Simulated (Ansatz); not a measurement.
**A computed series for AlN: pressure series**

Consider AlN in the wurtzite structure (space group P6_3mc, No. 186; a = 3.107 Å, c = 4.978 Å).

Cell and atoms are relaxed at each pressure.

Calculations: r2SCAN, PAW, 500 eV (Ansatz, an electronic-structure program; no spin-orbit coupling), earlier PAW set.

```csv
variant,lattice parameter a,width of the top valence band,band gap
base,3.107 Å,2.41 eV,4.87 eV
pressure −2 GPa,3.116 Å,2.39 eV,4.79 eV
pressure −1 GPa,?,2.40 eV,?
pressure 0.9 GPa,3.102 Å,2.42 eV,4.91 eV
pressure 2.1 GPa,3.097 Å,2.43 eV,4.96 eV
pressure 4.5 GPa,3.087 Å,2.45 eV,5.05 eV
pressure 9 GPa,3.069 Å,2.49 eV,5.22 eV
pressure 15 GPa,3.047 Å,2.54 eV,5.43 eV
pressure 22.5 GPa,3.022 Å,2.61 eV,5.67 eV
pressure 30 GPa,3.000 Å,2.67 eV,5.74 eV
```

**Question.** Fill in the withheld entries from the trend.

**Answer.** 
- pressure −1 GPa, lattice parameter a: 3.111 Å
- pressure −1 GPa, band gap: 4.83 eV

Load acts through the strain it causes; cell and atoms are relaxed under it. Whether these cells are dynamically stable was not tested. Measured, AlN leaves this structure (for rock salt) near 14 GPa (temperature not stated; as listed in Datta, Sujoy, Jana, Debnarayan, arXiv (2020)), on rising pressure, with hysteresis.
